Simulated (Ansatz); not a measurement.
Functionals compared on a constructed model of the (0001) surface of hcp Os, a pseudomorphic layer of Pt in the host's stacking (bottom of the slab: a bare face, its two planes held), in Ansatz (plane waves, PAW). The structure was relaxed with PBE; the other rows are single points on it. Cutoff 420 eV (500 eV for r2SCAN).

Set-up: 7 atoms, 13.3 Å thick at the start; mesh 16x16x1; 0.1 eV smearing; dipole correction on; 2 atoms held, the rest relaxed; held to the start's symmetry, so lower structures may exist; no spin, no spin-orbit, no U. It is one candidate, not shown to be the stable structure of the face. These notes are the PBE run's.

| functional | work function of the top face (eV) | rough cost of the single point |
|---|---|---|
| PBE | 5.40 | – |
| RPBE | (withheld) | about 26 core-seconds (a rough figure) |
| r2SCAN | 5.44 | about 50 core-seconds (a rough figure) |

Task: Complete the blanks.

Result: 
- RPBE, work function of the top face (eV): 5.23

Ansatz is an electronic-structure program.
